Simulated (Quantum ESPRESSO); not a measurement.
Quantum ESPRESSO 7.5, DFT, PBE, plane waves, PseudoDojo 0.5 standard norm-conserving PBE (local tails restored to the Coulomb form): hcp Ti (Ti8), 8 atoms. Basis and mesh were picked for this test and aren't claimed converged.

cell: 5.90, 5.90, 4.68 Å; 90, 90, 120°
task: scf
k mesh: 3×3×3
ecutwfc: 84 Ry
ecutrho: 336 Ry
occupations: smearing
smearing: mv
degauss: 0.02 Ry
conv_thr: 8e-09 Ry
tprnfor: true
tstress: false
k-point pools (-nk): 2
diagonalization: david (default)
k-points computed: 6
bands: 58
electrons: 96
G-vectors of the density: 99195
FFT grid: 72×72×54
symmetry operations: 12

Settings of this run: mixing_mode = TF, mixing_beta = 0.1, mixing_ndim = 8; 8 ranks.

```
SCF iteration  band solver's avg # of iterations (first pass)  estimated scf accuracy (Ry)
-------------  ----------------------------------------------  ---------------------------
1                                                         3.7                   0.34534756
2                                                         1.0                   0.27805842
3                                                         2.7                   0.01470473
4                                                         5.7                   0.01015221
5                                                         2.0                   0.00016912
6                                                        12.2                   0.00323060
7                                                         2.3                   0.00344809
8                                                         7.3                   0.00035005
9                                                         1.0                   0.00031777
10                                                        4.2                   0.00002286
11                                                        6.2                   0.00000688
12                                                        5.3                   0.00000464
13                                                        6.3                   0.00003661
14                                                        6.3                   0.00000371
15                                                        1.5                   0.00000379
16                                                        1.3                   0.00000176
17                                                        5.2                   0.00000044
18                                                        5.8                   0.00000050
19                                                        1.2                   0.00000059
20                                                        2.2                   0.00000020
21                                                        2.7                   0.00000032
22                                                        1.0                   0.00000026
23                                                        1.0                   0.00000015
24                                                        1.2                   0.00000003
25                                                        5.7                      1.3E-09
```

It converged after 25 SCF iterations.

Task: The cycle is slow. Which setting should be changed?

Result: This is not unique; one that fits is mixing_beta = 0.7 (12 SCF iterations), all else kept. The other changes of this size gave: mixing_beta = 0.2 (14); mixing_beta = 0.4 (14); mixing_beta = 1 (17); mixing_mode = plain (27); mixing_mode = local-TF (31). The first change moves the result by: energy under 0.001 meV/atom. Counts are of single runs.
